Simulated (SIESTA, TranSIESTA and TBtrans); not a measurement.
Run with TranSIESTA and TBtrans (open boundaries, self-consistent; PseudoDojo norm-conserving potentials, scalar-relativistic): Spin polarized, PAO.BasisSize DZP, PAO.EnergyShift 0.15 eV, XC.Authors PBE, Mesh.Cutoff 200 Ry, ElectronicTemperature 300 K, TS.Voltage 0.0 eV, TBT.Elecs.Eta 0.001 eV.

System: Ir chain with one Ag atom in place of Ir. Leads: straight Ir chain, spacing 2.3 Å. Geometry: as built, not relaxed. Transport runs along z; the first 6 and the last 6 of the 21 atoms are the lead cells, repeated to infinity.

```xyz
21
Lattice="9.000 0.000 0.000 0.000 9.000 0.000 0.000 0.000 48.650" Properties=species:S:1:pos:R:3 pbc="F F T"
Ir     4.500     4.500     0.000
Ir     4.500     4.500     2.300
Ir     4.500     4.500     4.600
Ir     4.500     4.500     6.900
Ir     4.500     4.500     9.200
Ir     4.500     4.500    11.500
Ir     4.500     4.500    13.800
Ir     4.500     4.500    16.100
Ir     4.500     4.500    18.400
Ir     4.500     4.500    20.700
Ag     4.500     4.500    23.175
Ir     4.500     4.500    25.650
Ir     4.500     4.500    27.950
Ir     4.500     4.500    30.250
Ir     4.500     4.500    32.550
Ir     4.500     4.500    34.850
Ir     4.500     4.500    37.150
Ir     4.500     4.500    39.450
Ir     4.500     4.500    41.750
Ir     4.500     4.500    44.050
Ir     4.500     4.500    46.350
```
Starting moments (μB): atom 7 +1, atom 8 +1, atom 9 +1, atom 10 +1, atom 12 +1, atom 13 +1, atom 14 +1, atom 15 +1; lead atoms +1 (left) and +1 (right).

**Question.** Give the largest eigenchannel transmissions at the Fermi level (four at most) and the total.

**Answer.** Up: 0.89, 0.24, 0.24, 0.052 (total 1.43); down: 0.97, 0.29, 0.29, 0.10 (total 1.65). The magnetic order of the leads was set by the start, and no other order was tried; the separate lead runs end at 0.77 (left) and 0.77 (right) μB an atom. The straight chain is held at its spacing; free chains may zigzag or dimerise. Spin-orbit coupling, left out here, matters for the heavy atoms.
